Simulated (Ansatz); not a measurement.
Functionals compared on Br on the 1x1 (0001) surface of hcp Co, ferromagnetic, one in a 2x2 cell, started at the site 'hollow Co-Co-Co', in Ansatz (plane waves, PAW). The structure was relaxed with PBE; the other rows are single points on it, each with its references at the same level. Cutoff 420 eV.

Slab: 17 atoms, 6.0 Å thick at the start under the adsorbate (thin: gaps and levels are the slab's own); k 7x7x1, smearing 0.1 eV, dipole-corrected; 8 atoms held, the rest relaxed; symmetry of the start imposed; spin-polarised, no spin-orbit, no U, no dispersion correction. At the end it is bonded to 3 Co. In PBE it is, or lies within 0.03 eV of, the lowest of the starts that converged. These notes are the PBE run's. Adsorption energies are against ½ Br2(g). A negative adsorption energy means that the adsorbate is more stable on the surface than in its reference.

```csv
functional,adsorption energy (eV),work function of the top face (eV),change of the work function (eV),magnetic moment of the cell (μB),rough cost of the single point
PBE,-2.00,4.70,-0.28,26.73,–
RPBE,-1.71,4.60,-0.20,26.93,around 3 core-minutes (rough)
```

Ansatz is a program for electronic structure.
